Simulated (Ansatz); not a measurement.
Consider Pd in the fcc (Cu type) structure (space group Fm-3m, No. 225; a = 3.878 Å; relaxed with 0.1 eV smearing). Axes: x, y, z lie along the cube axes.

Structures relaxed with PBEsol, PAW, 420 eV (Ansatz, a program for electronic structure; scalar-relativistic without spin-orbit coupling).

Base:

Simulated powder pattern, Cu Kα, λ = 1.54184 Å (kinematic, ideal powder, no thermal factors, no anomalous dispersion; the 14 strongest lines at most, above 2 %, up to 2θ = 90°):

```csv
2θ (°),I/Imax (%),hkl
40.28,100,(111)
46.86,48,(200)
68.43,29,(220)
82.50,34,(311)
87.05,10,(222)
```

After one change:

Simulated powder pattern, Cu Kα, λ = 1.54184 Å (kinematic, ideal powder, no thermal factors, no anomalous dispersion; the 14 strongest lines at most, above 2 %, up to 2θ = 90°):

```json
[
 {"2θ (°)": "38.54", "I/Imax (%)": "100"},
 {"2θ (°)": "44.80", "I/Imax (%)": "48"},
 {"2θ (°)": "65.21", "I/Imax (%)": "29"},
 {"2θ (°)": "78.38", "I/Imax (%)": "34"},
 {"2θ (°)": "82.60", "I/Imax (%)": "10"}
]
```

Problem. Name the change that was made.
A. uniaxial strain ε_zz = −0.83 %
B. isotropic strain +4.35 %
C. biaxial strain −1.34 %, plane normal [001], relaxed out of plane
D. uniaxial strain ε_yy = −2.96 %

Solution. B, isotropic strain +4.35 %. Its volume per atom is 16.56 Å³ against 14.58 Å³, and its space group is Fm-3m (No. 225).

Whether these cells are dynamically stable was not tested. The final runs are not spin-polarised. Pd lies near a magnetic instability that expansion can trigger; it was not tested.
